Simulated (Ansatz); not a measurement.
Density of states of MgSc2Se4 (Fd-3m) above the conduction band minimum, PBEsol, rigid bands in Ansatz (a first-principles code); cell volume 341.0 Å³.

```
energy from edge (eV)  10⁻³ states/eV/cell
---------------------  -------------------
0.006                                 55.2
0.031                                  129
0.056                                  180
0.081                                  231
0.106                                  284
0.131                                  340
0.156                                  396
0.181                                  464
0.206                                  540
0.231                                  618
0.256                                  713
0.281                                  913
0.319                                 1380
0.344                                 1630
0.369                                 1880
0.394                                 2140
0.419                                 2390
0.444                                 2660
0.469                                 2920
0.494                                 3190
0.519                                 3480
0.544                                 3790
0.569                                 4100
0.594                                 4440
```

Q: What effective density of states at 300 K does this give (∫ g(E) exp(−E/k_BT) dE, both spins, divided by the cell's size)?

A: 8.2e18 cm⁻³, a density-of-states mass of 0.47 mₑ, valleys and band degeneracy included.

Spin-orbit coupling is left out. Geometry: cell and atoms relaxed with PBEsol.

Computed structure with no diffraction record at hand here (it may be known, metastable or hypothetical): MgSc2Se4 (Fd-3m).
